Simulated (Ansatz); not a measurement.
Results of HSE06 in Ansatz (plane waves, PAW) for PbI2 (P6₃mc, No. 186).

Numerical settings: plane-wave cutoff 500 eV, 6×6×2 k mesh (along the axes of the cell as run), gaussian smearing 0.02 eV, scalar-relativistic PAW data made under PBE.

Cell (relaxed with PBEsol):

```
CELL_PARAMETERS angstrom
      4.53663     0.00000     0.00000
     -2.26832     3.92884     0.00000
      0.00000     0.00000    14.21723
ATOMIC_POSITIONS crystal
  Pb 0.66667 0.33333 0.50001
  Pb 0.33333 0.66667 0.00001
  I  0.66667 0.33333 0.86875
  I  0.33333 0.66667 0.36875
  I  0.00000 0.00000 0.13124
  I  0.00000 0.00000 0.63124
```

Question: Predict the band gap.

Answer: 
- band gap: 2.97 eV (on the SCF k mesh)

Note: the cell comes from a level without a dispersion term, which matters for the spacing of layers, chains or molecules; cell and atoms aren't relaxed at this level (pressure 1.2 GPa).

Spin–orbit coupling is not included; with these elements it can move the gap by several tenths of an eV or more.

Ansatz is a first-principles code.
